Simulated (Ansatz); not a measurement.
Response to strain in hypothetical fluorite PdCl2

Take PdCl₂ in the fluorite structure (space group Fm-3m, No. 225; a = 6.1659 Å; ferromagnetic; a hypothetical phase, not in the database extracts checked; relaxed with 0.1 eV smearing) as the base.

Strains are applied to the cell and any free atomic positions relax.

Method: PBEsol (Ansatz, a quantum-chemistry and plane-wave program; PAW; 420 eV plane waves; spin-orbit coupling left out).

```tsv
isotropic strain (%)	pressure (GPa)
-1.2	2.8
-0.8	1.8
0	0.0
1.12	-2.2
3.02	?
3.25	-5.3
```

### Question
Fit P = P₀ − Bδ + Cδ² with δ = (1 + ε)³ − 1 to the rows shown and predict the withheld row.

### Answer
Least squares on the printed values gives P₀ = 0.0 GPa, B = 71.5 GPa, C = 187 GPa (largest residual 0.0 GPa); this predicts -5.0 GPa, and the run gives -5.0 GPa, in agreement.

Other magnetic orders, which the real material may have, were not ruled out. No phonon test of stability was made. No Hubbard U is applied, and correlation can decide whether such a compound is a metal.
